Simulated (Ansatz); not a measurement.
## SnSe2: response to strain

Consider SnSe2 in the CdI2 type structure (space group P-3m1, No. 164; a = 3.794 Å, c = 5.744 Å; layered, stacked along the Cartesian z axis). Axes: x lies along a and z along c of the hexagonal cell.

Strains are applied to the cell and any free atomic positions relax.

Level of theory: PBEsol-D3(BJ) (Ansatz, a program for electronic structure), spin-orbit coupling left out.

Notes on the quantities. energy relative to the base: free energy F; pressure: mean of the normal stresses, compression positive.

```tsv
variant	energy relative to the base	pressure	largest internal atomic displacement	shortest interatomic distance
base	0 meV/atom	0.0 GPa	–	2.704 Å
tensor shear ε_xz = +1.14 %	+0.6 meV/atom	0.0 GPa	0.023 Å	2.695 Å
tensor shear ε_xz = +1.71 %	+1.3 meV/atom	0.1 GPa	0.034 Å	2.689 Å
tensor shear ε_xz = +2.00 %	+1.7 meV/atom	0.1 GPa	0.041 Å	2.687 Å
tensor shear ε_xz = +1.43 %	[?]	0.0 GPa	[?]	[?]
tensor shear ε_xz = +0.86 %	+0.3 meV/atom	0.0 GPa	0.018 Å	2.697 Å
```

Task: Complete the table.

Result: 
- tensor shear ε_xz = +1.43 %, energy relative to the base: +0.9 meV/atom
- tensor shear ε_xz = +1.43 %, largest internal atomic displacement: 0.029 Å
- tensor shear ε_xz = +1.43 %, shortest interatomic distance: 2.692 Å

Whether these cells are dynamically stable was not tested. The final runs are not spin-polarised.
